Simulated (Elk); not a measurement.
A self-consistent single point of Pb2Au (P1, 6 atoms in the cell) with Elk.

Level of theory: PBEsol, all-electron FP-LAPW, Elk's shipped species files, default APW+lo basis run with Elk 10.2.4.

The change in words: atoms moved at random. Reference geometry:
```yaml
crystal:
  lattice:
    - [-3.63533, 3.64044, 2.79962]
    - [3.63533, -3.64044, 2.79962]
    - [3.63533, 3.64044, -2.79962]
  atoms:
    - { symbol: Pb, position: [0.15966, 0.15956, 0.31922] }
    - { symbol: Pb, position: [0.84034, 0.84044, 0.68078] }
    - { symbol: Pb, position: [0.34034, 0.65956, 0.99990] }
    - { symbol: Pb, position: [0.65966, 0.34044, 0.00010] }
    - { symbol: Au, position: [0.75000, 0.25000, 0.50000] }
    - { symbol: Au, position: [0.25000, 0.75000, 0.50000] }
```

Reference input (self-consistent single point, DFT, PBEsol, all-electron FP-LAPW, Elk's shipped species files, default APW+lo basis): xctype = 22; rgkmax = 7; stype = 0; swidth = 0.00499791 Ha; ngridk = 4 4 4. This run's input differs from it in these lines:

```diff
@@ -30,10 +30,10 @@
   4   : natoms; atposl, bfcmt below
-  0.1596600000  0.1595600000  0.3192200000    0.0 0.0 0.0
-  0.8403400000  0.8404400000  0.6807800000    0.0 0.0 0.0
-  0.3403400000  0.6595600000  0.9999000000    0.0 0.0 0.0
-  0.6596600000  0.3404400000  0.0001000000    0.0 0.0 0.0
+  0.1593720000  0.1571550000  0.3240560000    0.0 0.0 0.0
+  0.8391110000  0.8382510000  0.6736010000    0.0 0.0 0.0
+  0.3463970000  0.6609840000  1.0117830000    0.0 0.0 0.0
+  0.6664580000  0.3476600000  0.0010710000    0.0 0.0 0.0
   'Au.in'   : spfname
   2   : natoms; atposl, bfcmt below
-  0.7500000000  0.2500000000  0.5000000000    0.0 0.0 0.0
-  0.2500000000  0.7500000000  0.5000000000    0.0 0.0 0.0
+  0.7305800000  0.2357200000  0.4897160000    0.0 0.0 0.0
+  0.2580810000  0.7602300000  0.4997740000    0.0 0.0 0.0
```

Log, with long lists cut:

```
│ Self-consistent loop started │
│ Loop number : 1 │
 total energy                :     -121774.691132
│ Loop number : 2 │
 total energy                :     -121776.321901
RMS change in Kohn-Sham potential (target) :   0.2375815066     (  0.1000000000E-05)
Absolute change in total energy (target)   :    1.630769481     (  0.1000000000E-03)
│ Loop number : 3 │
 total energy                :     -121778.082641
RMS change in Kohn-Sham potential (target) :   0.2238858284     (  0.1000000000E-05)
Absolute change in total energy (target)   :    2.168431824     (  0.1000000000E-03)
│ Loop number : 4 │
   [... lines left out ...]
Absolute change in total energy (target)   :   0.3649932041E-03 (  0.1000000000E-03)
│ Loop number : 16 │
 total energy                :     -121777.899754
RMS change in Kohn-Sham potential (target) :   0.7788982504E-07 (  0.1000000000E-05)
Absolute change in total energy (target)   :   0.1238429686E-03 (  0.1000000000E-03)
│ Loop number : 17 │
 total energy                :     -121777.899720
RMS change in Kohn-Sham potential (target) :   0.2765097622E-07 (  0.1000000000E-05)
Absolute change in total energy (target)   :   0.6592186401E-04 (  0.1000000000E-03)
Convergence targets achieved

│ Loop number : 18 │

Energies :
 Fermi                       :     0.266746259063
 total energy                :     -121777.899713

Density of states at Fermi energy :    79.11254979
 (states/Hartree/unit cell)

Estimated indirect band gap :   0.5145135131E-03
 from k-point     12 to k-point     52
Estimated direct band gap   :   0.6459548658E-02
 at k-point     63

Charges :
 core                        :    368.0000000
 valence                     :    118.0000000
 interstitial                :    9.589777777
 muffin-tins (core leakage)
  species :    1 (Pb)
   atom    1                 :    80.38237979     (  0.1201651456E-02)
   atom    2                 :    80.37084327     (  0.1199902320E-02)
   atom    3                 :    80.37376819     (  0.1200126065E-02)
   atom    4                 :    80.37269127     (  0.1200319636E-02)
  species :    2 (Au)
   atom    1                 :    77.45596220     (  0.4691196174E-03)
   atom    2                 :    77.45457751     (  0.4690611083E-03)
 total in muffin-tins        :    476.4102222
 total calculated charge     :    485.9844998
 total charge                :    486.0000000
 error                       :   0.1550022761E-01

│ Self-consistent loop stopped │
```

The run converged in 18 iterations. The count includes the last loop, which Elk runs after its targets are met. 

The starting cell comes from a database of computed structures (which also holds hypothetical and non-ambient phases and stackings), without a prior relaxation at this level. Its lattice was rescaled by a random factor within 2.5 % of one. For this run, on top of that: atoms moved at random. Spin-orbit coupling is off. Values depend on the basis (sphere radii, cutoffs, local orbitals), which need not be converged. The log's line on a gap gives a spacing of levels on this mesh, which the program prints for metals too.

Cost on one core of a shared machine: roughly 4 min.
